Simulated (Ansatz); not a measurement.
Cells marked so need not be the phases stable at ambient conditions, and some may be hypothetical.

By PBEsol, each system below comes out a metal.

G/A = (e²/h) × open channels of both spins per area, as a mean over 0.1 eV about the Fermi level, without spin-orbit coupling, for the cells as given.

A. SiRu (Pm-3m, CsCl type, not sure to be the ambient phase, 2 atoms a cell, 12.4 Å³ an atom, -2 GPa at this level), current normal to (111)
B. Mg (R-3m, not sure to be the ambient phase, 3 atoms a cell, 22.6 Å³ an atom), current normal to (001)
C. ZrN (Fm-3m, rock salt, 2 atoms a cell, 12.1 Å³ an atom, -6 GPa at this level), current normal to (110)

Order them by ballistic conductance per area (lowest first) at the level PBEsol in Ansatz (a program for electronic structure).

A (0.45 × 10¹⁵ S/m²), B (0.79 × 10¹⁵ S/m²), C (1.1 × 10¹⁵ S/m²)
